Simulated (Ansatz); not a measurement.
The starting structures come from a database of crystals and need not be the phases stable at ambient conditions.

```xyz
18
Lattice="6.1540 0.0000 0.0000 -1.6740 6.0015 0.0000 0.0000 0.0000 11.9439" Properties=species:S:1:pos:R:3 pbc="T T T"
Sr     4.3694     4.1115     1.9850
Sr     0.1106     1.8900     9.9589
Sr     2.3506     4.8908     7.9569
Sr     2.1294     1.1108     3.9870
Sr    -0.8370     3.0008     5.9719
Sr     3.0770     0.0000     0.0000
P      2.7841     4.2978     4.7535
P      1.6959     1.7038     7.1903
P      3.9359     4.7045    10.7255
P      0.5441     1.2970     1.2184
P      1.2529     3.3838     1.5760
P      3.2271     2.6177    10.3679
P     -0.6869     5.6185     7.5479
P      5.1669     0.3831     4.3959
P      0.9098     3.9933     3.6623
P      3.5702     2.0082     8.2815
P     -0.3439     5.0090     9.6343
P      4.8239     0.9925     2.3096
```

Space group of this cell: P2_1/c. The cell is taken as given.

Transport runs along the normal of the first two printed cell vectors.

The gap is the functional's own, uncorrected, and κ follows it; spin-orbit coupling is left out. Mid-gap values are interpolated between the computed energies.

**Question.** Give the band gap and the smallest decay constant κ at mid-gap that Ansatz (an electronic-structure program) with r2SCAN yields.

**Answer.** Gap 1.06 eV on a 6×6×4 mesh; κ = 0.225 1/Å, at the zone centre.
